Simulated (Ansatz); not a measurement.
AlP (model structure, within 0.1 Å of P6₄22, No. 181, 6 atoms in the cell) was calculated with PBEsol (Ansatz, a program for electronic structure, PAW).

Numerical settings: plane-wave cutoff 520 eV, 12×12×4 k mesh (along the axes of the cell as run), Fermi–Dirac smearing 0.01 eV, scalar-relativistic PAW data made under PBE.

Cell (relaxed with PBEsol):

AlP has the hexagonal space group P6₄22 (No. 181), Pearson symbol hP6. Lattice parameters: a = 3.821 Å, b = 3.821 Å, c = 8.632 Å, α = 90.00°, β = 90.00°, γ = 120.00°. Al on 3c sees 4 P at 2.392 Å. P on 3d is surrounded by 4 Al at 2.392 Å. (Neighbours: up to the widest gap in distance over summed covalent radii, below 1.35, at either atom; cation-cation and far metal-metal contacts left out.)

**Question.** Predict the band gap, smallest direct gap on the k points sampled and direct gap at Γ.

**Answer.** 
* **band gap**: 0.84 eV (indirect)
* **smallest direct gap on the k points sampled**: 1.93 eV
* **direct gap at Γ**: 2.04 eV

Computed values are for the static lattice.

The result took around 50 core-seconds (rough).

A model structure was made by putting elements into a prototype or built by hand; it is no filed structure, need not be a known phase, and can be a saddle point held by its symmetry.
